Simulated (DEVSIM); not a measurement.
Structure: abrupt Si p-n junction, at 400 K.

Layer 1 from the left is Si, thickness (μm) 0.220, Na (cm⁻³) 1.1e15, τn (s) 4e-6, τp (s) 4e-6. Layer 2 from the left is Si, thickness (μm) 33.0, Nd (cm⁻³) 5e17, τn (s) 4e-6, τp (s) 4e-6.

Left contact: ohmic. Right contact: ohmic. Voltage is applied to the left contact. Recombination: SRH at mid-gap. Mobility is constant in doping.

This is a model device: material constants are rounded textbook-type values typed into the input, and sizes, dopings and lifetimes were drawn at random. Values at 300 K; Nc and Nv go as T^1.5, mobilities as T to minus their exponent, the gap by Varshni's rule with the affinity fixed.

Si: gap (eV) 1.124, affinity (eV) 4.05, permittivity 11.7, Nc (cm⁻³) 2.86e19, Nv (cm⁻³) 3.1e19, μn (cm²/Vs) 1417, μp (cm²/Vs) 470, T exponent of μn 2.3, T exponent of μp 2.2, Varshni α (eV/K) 0.000473, Varshni β (K) 636.

Simulated with DEVSIM: 1D drift-diffusion, Boltzmann statistics, complete ionisation; no tunnelling, impact ionisation, image-force lowering or self-heating.

Question: What does the simulation give for the dark forward voltage at 100 A/cm², the dark forward voltage at 1 A/cm², the largest field in the device at zero bias, the potential step across the device at zero bias?

Answer: dark forward voltage at 100 A/cm² 0.291 V; dark forward voltage at 1 A/cm² 0.100 V; largest field in the device at zero bias 49000 V/cm; potential step across the device at zero bias 0.574 V.
